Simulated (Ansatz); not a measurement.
Cost and result by functional for the surface energy of the (11-21) surface of hcp Ru in its 1x1 cell, outermost plane spacing 0.65 Å in the ideal cut, in Ansatz (plane waves, PAW). Single points on the PBE structure, on one kind of machine; costs are rough ratios of the slab run's core time (references not counted) to the cheapest single point. r2SCAN's cost holds its higher cutoff (500 against 420 eV). Differences are taken against r2SCAN for comparison alone: no measured value is at hand, so the table doesn't rank accuracy.

Model: 17-atom slab, 10.4 Å thick at the start (thin: gaps and levels are the slab's own), 9x8x1 mesh, Fermi-Dirac 0.1 eV, dipole correction, all atoms relaxed; symmetry of the start imposed; no spin, no spin-orbit, no U. These notes are the PBE run's.

| functional | relative cost | surface energy (J/m²) | less r2SCAN (J/m²) |
|---|---|---|---|
| RPBE | 1 | 3.05 | -0.52 |
| LDA | 1 | 3.99 | 0.42 |
| PBEsol | 1 | 3.80 | 0.23 |
| r2SCAN | 2 | 3.57 | 0.00 |
| PBE (the relaxed run's value) | – | 3.32 | -0.25 |

The values span 0.94 J/m², while the single points' costs differ by a factor of roughly 2. Differences are of unrounded values.

Ansatz is an electronic-structure program.
